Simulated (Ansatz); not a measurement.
P interstitial started as a split pair with P in zinc-blende InP (the name describes the start): one set of geometries, relaxed with PBE, evaluated in Ansatz (PAW, plane waves to 420 eV, 500 eV under r2SCAN) with PBE, r2SCAN.

Details: 64-site cell; 2×2×2 shifted k-points; start: split with P along <110>; charged states image-corrected; no spin–orbit coupling; not converged in cell size; flagged in the runs: a strain field that reaches the edge of the cell.

| quantity | PBE | r2SCAN |
|---|---|---|
| host gap (eV) | 0.44 | 0.87 |
| neutral formation energy against black phosphorus (eV) | 2.82 | 2.84 |
| largest moment on one atom at charge 0 (μB) | 0.17 | 0.18 |

PBE narrows the gap by 0.43 eV against r2SCAN, the highest level run.

Ansatz is an electronic-structure program.
